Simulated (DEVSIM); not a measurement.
Device: Schottky contact on n-type Si, at 250 K.

Layer 1 from the left is Si, thickness (μm) 1.10, Nd (cm⁻³) 5e15, τn (s) 0.00011, τp (s) 0.00011. Layer 2 from the left is Si, thickness (μm) 41.0, Nd (cm⁻³) 6.8e17, τn (s) 0.00011, τp (s) 0.00011.

Left contact: Schottky, work function 4.77 eV, emission velocity 4.8e6 cm/s. Right contact: ohmic. Voltage is applied to the left contact. Recombination: SRH at mid-gap, radiative. Mobility is μmin + (μ − μmin)/(1 + (N/Nref)^α).

This is a model device: material constants are rounded textbook-type values typed into the input, and sizes, dopings and lifetimes were drawn at random. Values at 300 K; Nc and Nv go as T^1.5, mobilities as T to minus their exponent, the gap by Varshni's rule with the affinity fixed.

Si: gap (eV) 1.124, affinity (eV) 4.05, permittivity 11.7, Nc (cm⁻³) 2.86e19, Nv (cm⁻³) 3.1e19, μn (cm²/Vs) 1417, μp (cm²/Vs) 470, μn,min 52, μp,min 45, Nref,n 9.7e16, Nref,p 2.2e17, αn 0.68, αp 0.72, T exponent of μn 2.3, T exponent of μp 2.2, B (cm³/s) 4.7e-15, Varshni α (eV/K) 0.000473, Varshni β (K) 636.

Simulated with DEVSIM: 1D drift-diffusion, Boltzmann statistics, complete ionisation; no tunnelling, impact ionisation, image-force lowering or self-heating. Metal contacts follow the ideal Schottky-Mott rule: no Fermi-level pinning, no interface dipoles.

Dark forward current:

| |V| (V) | |J| (A/cm²) |
|---|---|
| 0.05 | 4.289e-7 |
| 0.10 | 4.771e-6 |
| 0.15 | 4.870e-5 |
| 0.20 | 0.0004925 |
| 0.25 | 0.004965 |
| 0.30 | 0.04985 |
| 0.35 | 0.4960 |
| 0.40 | 4.751 |
| 0.45 | 37.06 |
| 0.50 | 159.2 |
| 0.55 | 375.8 |
| 0.60 | 644.2 |
| 0.65 | 939.5 |
| 0.70 | 1250 |
| 0.75 | 1571 |
| 0.80 | 1899 |
| 0.85 | 2232 |

Question: Work out the local ideality factor n = ΔV / (kT/q · ln(J2/J1)) between the rows 0.10 and 0.15 V, 0.80 and 0.85 V.

Answer: kT/q = 21.54 mV. From 0.10 to 0.15 V: ln(4.870e-5/4.771e-6) = 2.323, n = 1.00, near the 1 of diffusion or emission over a barrier. From 0.80 to 0.85 V: ln(2232/1899) = 0.162, n = 14.37; the layers' resistance at their doping, Σ W/(qμN) = 0.00014 Ω cm², would take 48 mV of this step of 50 mV.

Question: Estimate the current at 0.25 V for emission alone, J0 = q v N_band exp(−φB/kT), and read the barrier back from the simulated current.

Answer: φB = 0.720 eV, N_band = 2.18e19 cm⁻³, J0 = 5.09e-8 A/cm²; J = J0 (exp(qV/kT) − 1) = 0.00559 A/cm². The simulation gives 0.00496 A/cm²; the estimate lies 13 % above. Read backwards, the simulated current gives an apparent barrier of 0.723 eV. The estimate leaves out transport through the depletion region and minority injection.
